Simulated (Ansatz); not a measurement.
## What pressure 7 GPa does to hypothetical anti-CdI2 type Li2O

Consider Li2O in the anti-CdI2 type structure (space group P-3m1, No. 164; a = 3.070 Å, c = 3.854 Å; a hypothetical phase, not in the database extracts checked; layered, stacked along the Cartesian z axis).

Perturbation: a hydrostatic pressure of 7 GPa.

The values are results of r2SCAN+rVV10 in Ansatz (plane waves to 500 eV, PAW, without spin-orbit coupling), not measurements. k-mesh 12×12×9 (Γ-centred); smearing 0.05 eV (Fermi–Dirac).

```json
[
 {"quantity": "lattice parameter a", "base": "3.070 Å", "changed": "2.996 Å", "shift": "-0.074 Å"},
 {"quantity": "c/a ratio", "base": "1.255", "changed": "1.073", "shift": "-0.182"},
 {"quantity": "shortest interatomic distance", "base": "1.896 Å", "changed": "1.860 Å", "shift": "-0.0369 Å"},
 {"quantity": "enthalpy H = E + PV relative to the base's energy", "base": "–", "changed": "+0.40 eV/atom", "shift": "–"},
 {"quantity": "band gap", "base": "2.40 eV", "changed": "3.72 eV", "shift": "+1.32 eV"},
 {"quantity": "gap character", "base": "indirect, A → Γ", "changed": "indirect, M → Γ", "shift": "–"},
 {"quantity": "width of the top valence band", "base": "1.08 eV", "changed": "1.74 eV", "shift": "+0.66 eV"},
 {"quantity": "electron mass", "base": "0.27 mₑ along c, 0.88 mₑ across (at Γ)", "changed": "0.27 mₑ along c, 0.96 mₑ across (at Γ)", "shift": "–"}
]
```

Final structure:

```yaml
crystal:
  lattice:
    - [2.99568, 0.00000, 0.00000]
    - [-1.49784, 2.59433, 0.00000]
    - [0.00000, 0.00000, 3.21389]
  atoms:
    - { symbol: O, position: [0.00000, 0.00000, 0.00000] }
    - { symbol: Li, position: [0.66667, 0.33333, 0.21254] }
    - { symbol: Li, position: [0.33333, 0.66667, 0.78746] }
```

Load acts through the strain it causes; cell and atoms are relaxed under it. Masses are band curvatures over ±0.01 Å⁻¹ around the edge. Stability against distortions was not tested. No other phases were tried under pressure.

Ansatz is a program for electronic structure.
